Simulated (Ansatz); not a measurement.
A hypothetical phase is included: elements placed on a structure type, which no database files for this compound.

# Evanescent states of BN (P4_2/mnm, 8 atoms a cell, 6.1 Å³ an atom) along the normal of (100)

Method: r2SCAN (plane waves, PAW; Ansatz, a program for electronic structure).

The gap is the functional's own. No spin-orbit coupling. Mid-gap values are those at the computed energy nearest the middle.

Energies count from the valence-band top; κ is the least over a 12×8 mesh across the current.

```json
[
 {"E (eV)": "0.12", "κ (1/Å)": "0.131", "where": "off Γ"},
 {"E (eV)": "0.38", "κ (1/Å)": "0.205", "where": "Γ"},
 {"E (eV)": "0.62", "κ (1/Å)": "0.256", "where": "Γ"},
 {"E (eV)": "0.88", "κ (1/Å)": "0.297", "where": "Γ"},
 {"E (eV)": "1.12", "κ (1/Å)": "0.333", "where": "Γ"},
 {"E (eV)": "1.38", "κ (1/Å)": "___", "where": "Γ"},
 {"E (eV)": "1.62", "κ (1/Å)": "___", "where": "Γ"},
 {"E (eV)": "1.88", "κ (1/Å)": "___", "where": "Γ"},
 {"E (eV)": "2.12", "κ (1/Å)": "___", "where": "Γ"},
 {"E (eV)": "2.38", "κ (1/Å)": "___", "where": "Γ"},
 {"E (eV)": "2.62", "κ (1/Å)": "___", "where": "Γ"},
 {"E (eV)": "2.88", "κ (1/Å)": "___", "where": "Γ"},
 {"E (eV)": "3.12", "κ (1/Å)": "___", "where": "Γ"},
 {"E (eV)": "3.38", "κ (1/Å)": "___", "where": "off Γ"},
 {"E (eV)": "3.62", "κ (1/Å)": "___", "where": "off Γ"},
 {"E (eV)": "3.88", "κ (1/Å)": "___", "where": "off Γ"},
 {"E (eV)": "4.12", "κ (1/Å)": "___", "where": "off Γ"},
 {"E (eV)": "4.38", "κ (1/Å)": "0.315", "where": "off Γ"},
 {"E (eV)": "4.62", "κ (1/Å)": "0.277", "where": "off Γ"},
 {"E (eV)": "4.88", "κ (1/Å)": "0.231", "where": "off Γ"},
 {"E (eV)": "5.12", "κ (1/Å)": "0.171", "where": "off Γ"},
 {"E (eV)": "5.38", "κ (1/Å)": "0.062", "where": "off Γ"}
]
```

Task: Some entries are withheld; supply them.

Result: 
- 1.38, κ (1/Å): 0.366
- 1.62, κ (1/Å): 0.398
- 1.88, κ (1/Å): 0.397
- 2.12, κ (1/Å): 0.402
- 2.38, κ (1/Å): 0.410
- 2.62, κ (1/Å): 0.419
- 2.88, κ (1/Å): 0.427
- 3.12, κ (1/Å): 0.435
- 3.38, κ (1/Å): 0.424
- 3.62, κ (1/Å): 0.401
- 3.88, κ (1/Å): 0.376
- 4.12, κ (1/Å): 0.347
